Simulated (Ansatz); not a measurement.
# A constructed model of the (111) surface of fcc Pd, a layer of Nb in place of the second plane (bottom of the slab: a bare face, its two planes held)

These are PBE (plane waves to 420 eV, PAW; Ansatz, an electronic-structure program) values and carry that method's errors.

Set-up: 6 atoms, 11.7 Å thick at the start; mesh 15x15x1; 0.1 eV smearing; dipole correction on; 2 atoms held, the rest relaxed; start symmetry kept, larger cells not searched; no spin, no spin-orbit, no U. In PBE it is, or lies within 0.01 eV a 1x1 cell of, the lowest of the 2 structures of its composition computed so far; larger cells were not tried.

The work function of the top face is 4.24 eV and the energy released by relaxation comes out as 0.15 eV. The cost is around 110 core-seconds (rough).
